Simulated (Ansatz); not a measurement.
Consider Au in the fcc (Cu type) structure (space group Fm-3m, No. 225; a = 4.083 Å; relaxed with 0.1 eV smearing).

Method: Kohn–Sham DFT with the PBEsol functional, run in Ansatz (a program for electronic structure) with PAW and 420 eV plane waves, spin-orbit coupling left out, earlier PAW set.

Before the change:

```
Quantity    Value
--------  -------
Pressure  0.0 GPa
```

The change: an isotropic linear strain of +3.89 %, atoms relaxed at fixed cell.

Task: How does this affect the energy relative to the base and pressure?

Result: The energy grows by 105 meV/atom; the pressure goes from zero to -14.3 GPa.

Stability against distortions was not tested.
